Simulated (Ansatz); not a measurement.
MgO: uniaxial strain ε_xx = +5.95 %

Start from MgO in the rock salt structure (space group Fm-3m, No. 225; a = 4.2149 Å). Axes: x, y, z lie along the cube axes.

Modification: uniaxial strain ε_xx = +5.95 %, all other strain components held at zero, atoms relaxed at fixed cell.

Level of theory: PBEsol (Ansatz, a quantum-chemistry and plane-wave program, PAW, no SOC), earlier PAW set. k-mesh 13×13×13 (Γ-centred); smearing 0.05 eV (Fermi–Dirac).

```json
[
 {"quantity": "volume per atom", "base": "9.36 Å³", "changed": "9.92 Å³", "shift": "+0.56 Å³"},
 {"quantity": "space group", "base": "Fm-3m (No. 225)", "changed": "I4/mmm (No. 139)", "shift": "–"},
 {"quantity": "shortest interatomic distance", "base": "3.982 bohr", "changed": "3.982 bohr", "shift": "0.000 bohr"},
 {"quantity": "energy relative to the base (free energy F)", "base": "0 meV/atom", "changed": "+24 meV/atom", "shift": "+24 meV/atom"},
 {"quantity": "pressure (mean of the normal stresses, compression positive)", "base": "0.00 GPa", "changed": "-7.19 GPa", "shift": "-7.197 GPa"},
 {"quantity": "band gap", "base": "4.62 eV", "changed": "4.00 eV", "shift": "-0.62 eV"},
 {"quantity": "gap character", "base": "direct at Γ", "changed": "direct at Γ", "shift": "–"},
 {"quantity": "electron mass", "base": "0.34 mₑ (at Γ)", "changed": "0.30 mₑ along x, 0.33 mₑ across (at Γ)", "shift": "–"},
 {"quantity": "hole mass", "base": "–", "changed": "0.33 mₑ along x, 2.3 mₑ across (at Γ)", "shift": "–"},
 {"quantity": "valence-band top at Γ (three highest levels, from the VBM)", "base": "0.00, 0.00, 0.00 eV", "changed": "0.00, -0.11, -0.11 eV", "shift": "–"},
 {"quantity": "stress (xx, yy, zz, yz, xz, xy; compression positive)", "base": "–", "changed": "(-12.11, -4.74, -4.74, 0.00, 0.00, 0.00) GPa", "shift": "–"}
]
```

Masses are band curvatures over ±0.01 Å⁻¹ around the edge. Stability against distortions was not tested. k-point labels follow each cell's own Brillouin zone.
